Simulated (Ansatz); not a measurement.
## The (111) surface of fluorite-type CoSi2 in its 1x1 cell (cut with top plane Si, bottom plane Si), outermost plane spacing 0.77 Å in the ideal cut

Method: r2SCAN, at the PBE geometry (plane waves to 500 eV, PAW; Ansatz, a first-principles code).

Model: 12-atom slab, Co4Si8, 10.8 Å thick at the start, 11x11x1 mesh, Fermi-Dirac 0.1 eV, dipole correction, single point; on the structure that PBE left under its start's symmetry; no spin (magnetic order not tried), no spin-orbit, no U.

```yaml
surface energy (mean of both faces): 1.65 J/m²
work_function_of_the_top_face: 5.15 eV
cost: around 40 core-seconds (rough)
```
